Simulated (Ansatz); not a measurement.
For MgO (model structure, started from the GeS type, Fm-3m, No. 225, 8 atoms in the cell), PBE (plane waves, PAW; Ansatz, a program for electronic structure) gives:

```
Quantity                   Result
-------------------  ------------
lattice parameter a       4.254 Å
cohesive energy      4.99 eV/atom
```

**Question.** What does r²SCAN in Ansatz (PAW) give for the same quantities?

**Answer.** 
- lattice constant a: 4.204 Å (decreases by 1.2 %)
- cohesive energy: 5.25 eV/atom (rises by 0.26 eV/atom)

Changes are worked out from the printed values.

Unless a cell is named, each level is at its own relaxed cell (PBE 9.62, r²SCAN 9.29 Å³/atom).

Ansatz's density-functional and Hartree–Fock values are scalar-relativistic unless marked +SOC, with PAW data made under PBE.

A model structure was made by putting elements into a prototype or built by hand; here it ended with the formula and space group of a phase in our tables.
